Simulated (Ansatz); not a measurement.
O interstitial + H interstitial + H interstitial in alpha quartz: one set of geometries, relaxed with PBE, evaluated in Ansatz (PAW, plane waves to 420 eV, 500 eV under r2SCAN) with PBE, r2SCAN.

Details: 72-site cell; 2×2×2 Γ-centred k-points; start: a built cluster, 1.6 Å across; energies good to tenths of an eV; relaxed from one start, so a lower configuration may exist; flagged in the runs: a doubtful potential alignment, a host whose relaxation on this sampling wasn't shown to rest, a strain field that reaches the edge of the cell.

```tsv
quantity	PBE	r2SCAN
host gap (eV)	5.68	[?]
neutral formation energy against H2 molecule in a box, O2 molecule in a box (eV)	-1.30	[?]
largest moment on one atom at charge 0 (μB)	0.00	[?]
```

Question: Given the lower rungs, what does r2SCAN give?

Answer: 
- host gap (eV), r2SCAN: 6.32
- neutral formation energy against H2 molecule in a box, O2 molecule in a box (eV), r2SCAN: -1.64
- largest moment on one atom at charge 0 (μB), r2SCAN: 0.00

Ansatz is a quantum-chemistry and plane-wave program.
